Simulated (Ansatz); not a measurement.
Output of an Ansatz run (abridged):

```
WARN ansatz: RAYON_NUM_THREADS=1 ignored (pool sized by the plan → 1); use --threads N
Pseudopotentials: kind: paw
Pseudopotential: K, paw, valence charge 9
Pseudopotential: Pd, paw, valence charge 18
Crystal: 3 atoms, lattice volume = 118.778 Å³
Basis set: ecut = 420 eV, 2329 PW (Γ), exchange–correlation on 80×80×50 points (8 copies of the dense FFT grid, shifted against one another)
Bands: 22, of which v1, the nominal top of the filled ones, is band 18 counted from 1 (17 counted from 0)
Symmetry: 8 space group operations
Space group: P4mm (ITA 99), of the structure as read, at distance tolerance 4.9e-5 Å
k-points: 50 of 324 (time reversal used)
PAW frozen core: K, regenerated for the run's functional, and the local potential with it
PAW frozen core: Pd, regenerated for the run's functional, and the local potential with it
Initial density: superposition of atomic densities (neutral atoms: chi_scale 0, normalization atom), corrected by the library's trained network
Initial wavefunctions: pseudopotential atomic-orbital guess
Eigensolver: davidson
Functional: x = pbesol(κ = 0.804, μ = 0.12345679012345678), c = pbesol(β = 0.046)
SCF iter   1: F=—  HF=-9938.002575 eV  |F-HF|=—  |Δ(HF+E_count)|=         —  Δρ=4.87e-3  dr2=4.01e-2  ethr=1.77e-3  ⟨swp⟩=5.8  Hψ=5039  notcnv=0
all-band conjugate gradients solve this SCF's bands
preconditioner: auto → LDOS
SCF iter   2: F=—  HF=-9938.008160 eV  |F-HF|=—  |Δ(HF+E_count)|=   5.59e-3  Δρ=6.87e-3  dr2=6.64e-2  ethr=1.12e-4  ⟨swp⟩=2.0  Hψ=2512  notcnv=0
SCF iter   3: F=—  HF=-9937.997679 eV  |F-HF|=—  |Δ(HF+E_count)|=   1.05e-2  Δρ=1.65e-3  dr2=3.83e-3  ethr=1.12e-4  ⟨swp⟩=2.0  Hψ=2000  notcnv=0
SCF iter   4: F=—  HF=-9937.997048 eV  |F-HF|=—  |Δ(HF+E_count)|=   6.31e-4  Δρ=1.61e-4  dr2=3.41e-5  ethr=1.06e-5  ⟨swp⟩=2.0  Hψ=1462  notcnv=0
SCF iter   5: F=—  HF=-9937.997084 eV  |F-HF|=—  |Δ(HF+E_count)|=   3.61e-5  Δρ=3.51e-5  dr2=2.53e-6  ethr=9.48e-8  ⟨swp⟩=2.7  Hψ=2043  notcnv=0
SCF iter   6: F=—  HF=-9937.997085 eV  |F-HF|=—  |Δ(HF+E_count)|=   7.40e-7  Δρ=9.98e-6  dr2=2.38e-7  ethr=7.02e-9  ⟨swp⟩=2.4  Hψ=1737  notcnv=0
SCF iter   7: F=-9937.997085 eV  HF=-9937.997085 eV  |F-HF|=1.90e-8  |Δ(HF+E_count)|=   5.14e-8  Δρ=5.08e-6  dr2=3.41e-8  ethr=2.78e-10  ⟨swp⟩=4.8  Hψ=4292  notcnv=0
SCF 1 converged in 7 iterations: F = -9937.997085 eV  dr2 = 3.41e-8
SCF converged after 7 iterations
Free energy (F): -9937.997085 eV
Harris-Foulkes:  -9937.997085 eV  (|F-HF|=1.90e-8)
Internal energy: -9937.949748 eV  (E = F + TS)
E sigma→0 (E₀):  -9937.973416 eV
Entropy (-TS):   -0.047337 eV (-15.779 meV/atom)
Fermi energy:    4.766049 eV
--- Per-component energies (eV) ---
  E_band       = -604.506782
  E_kinetic    = 1023.800758
  E_local      = -5014.168406  (includes V_loc(G=0)·N_el)
  E_nonlocal   = 248.769493
  E_hartree    = 2032.324822
  E_xc         = -431.959703
  E_vxc        = -534.882522  (∫ρ·V_xc dr)
  E_paw        = -5210.876305  (= ΣΔE_a)
  E_vpaw       = -392.672955  (= ΣTr[D̂ρ^β])
  E_aug_tail   = 0.000203  (compensation charges beyond the density's cutoff)
  E_ewald      = -2586.358903
  E_core_change = 0.518294  (= ΣΔE_core)
  E_smearing   = -0.047337  (= −TS)
  E_closure    = 0.000000  (closes the sum)
  Σ components = -9937.997085   (vs F -9937.997085, Δ=0.00e0)
--- Forces (eV/Å), atoms counted from 1 ---
  atom   1  K     -0.00000000     0.00000000     0.02013934
  atom   2  K     -0.00000000     0.00000000     0.02013934
  atom   3  Pd    -0.00000000     0.00000000    -0.03984223
  max |Σ_I F_I| component: 4.36e-4 eV/Å
--- Stress (GPa, compression-positive) ---
       -0.777308       0.000000       0.000000
        0.000000      -0.777308       0.000000
        0.000000       0.000000      -1.415467
  P = ⅓ Tr σ = -0.9900 GPa (-9.900 kbar)
  The stress holds the Pulay correction. Without it, at fixed plane waves, as pw.x and ABINIT print it: P = -0.9952 GPa
--- Band table (eV; the first three rows and the last of 50) ---
  k-point 0: bands = ["-78.1772", "-43.9795", "-43.9633", "-43.9633", "-26.3340", "-26.3120", "-10.0123", "-10.0123", "-9.7823", "-9.7823", "-9.7587", "-9.7315", "1.8262", "2.8708", "3.1025", "3.2032", "3.5213", "3.5213", "5.6819", "7.1141", [...]
  k-point 1: bands = ["-78.1772", "-43.9803", "-43.9633", "-43.9633", "-26.3303", "-26.3086", "-10.0069", "-10.0069", "-9.8043", "-9.7779", "-9.7779", "-9.7733", "2.0029", "2.9491", "3.1350", "3.2230", "3.4806", "3.4806", "5.7872", "7.1027", [...]
  k-point 2: bands = ["-78.1771", "-43.9822", "-43.9631", "-43.9631", "-26.3212", "-26.2998", "-9.9929", "-9.9929", "-9.9172", "-9.8774", "-9.7666", "-9.7666", "2.5066", "3.1607", "3.2124", "3.2736", "3.3819", "3.3819", "6.1095", "7.0562", "7.0562", "8.4315"]
  k-point 49: bands = ["-78.1770", "-43.9857", "-43.9628", "-43.9628", "-26.2935", "-26.2935", "-10.0881", "-10.0881", "-10.0307", "-9.8641", "-9.8561", "-9.6777", "2.9873", "2.9873", "3.2155", "3.2460", "3.3616", "5.0715", "6.6239", "7.1659", [...]
```

The structure:

```
CELL_PARAMETERS angstrom
      5.68409     0.00000     0.00000
      0.00000     5.68409     0.00000
      0.00000     0.00000     3.67632
ATOMIC_POSITIONS crystal
  K  0.00000 0.50000 0.50000
  K  0.50000 0.00000 0.50000
  Pd 0.00000 0.00000 0.01360
```

### Question
Reconstruct the input of this run.

### Answer
Other spellings and defaults could give the same log, and not every line can be read from it. The input that was run (DFT, PBEsol, plane waves, default PAW files made with PBE):

Ansatz 0.2 input:
```yaml
# K2Pd
crystal:
  lattice:
    - [5.684091, 0.000000, 0.000000]
    - [0.000000, 5.684091, 0.000000]
    - [0.000000, 0.000000, 3.676316]
  atoms:
    - { symbol: K, position: [0.000000, 0.500000, 0.500000] }
    - { symbol: K, position: [0.500000, 0.000000, 0.500000] }
    - { symbol: Pd, position: [0.000000, 0.000000, 0.013601] }
basis:
  ecutwfc: 420.0
kpoints:
  mp_grid: { grid: [6, 6, 9] }
hamiltonian:
  xc: pbesol
  pseudopotentials: { kind: paw }
scf:
  occupations: { method: fermi_dirac, width: 0.1 }
output:
  forces: true
  eigenvalues: true
  stress: true
```

The starting cell comes from a database of computed structures (which also holds hypothetical and non-ambient phases and stackings), without a prior relaxation at this level. Its lattice was rescaled by up to half a per cent. One atom was moved a little off its site on purpose. Spin polarisation is off. Ansatz's pressure includes its estimate of the finite-basis (Pulay) stress.

Ansatz is a quantum-chemistry and plane-wave program.
